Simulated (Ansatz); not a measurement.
**Ti2O3 (space group P2_1/m, No. 11; a cell from a computed database, its experimental status unchecked)**

```cif
data_O6Ti4
_chemical_formula_sum 'Ti4 O6'
_space_group_name_H-M_alt 'P21/m'
_space_group_IT_number 11
_space_group_name_Hall '-P 2yb'
_cell_length_a 4.99201
_cell_length_b 2.92823
_cell_length_c 7.56155
_cell_angle_alpha 90.000
_cell_angle_beta 104.274
_cell_angle_gamma 90.000
loop_
_atom_site_label
_atom_site_type_symbol
_atom_site_symmetry_multiplicity
_atom_site_Wyckoff_symbol
_atom_site_fract_x
_atom_site_fract_y
_atom_site_fract_z
_atom_site_occupancy
Ti1 Ti 2 e 0.16330 0.25000 0.65849 1
Ti2 Ti 2 e 0.23712 0.25000 0.01825 1
O1 O 2 e 0.94308 0.25000 0.17060 1
O2 O 2 e 0.21746 0.75000 0.50526 1
O3 O 2 e 0.48404 0.75000 0.15519 1
```

All numbers come from PBEsol, PAW, 420 eV (Ansatz, an electronic-structure program; spin-orbit coupling left out). k-mesh 10×16×7 (Γ-centred); smearing 0.05 eV (Fermi–Dirac).

The volume per atom comes out as 10.71 Å³ and the density comes out as 4.46 g/cm³. The band gap comes out as zero. The total energy comes out as -1327.438 eV/atom (σ→0; compares only within this code and set-up).

No phonon test of stability was made. No Hubbard U is applied, and correlation can decide whether such a compound is a metal. All final runs are without spin polarisation. A zero or small gap of Ti2O3 can be the functional's error rather than a property of the material.
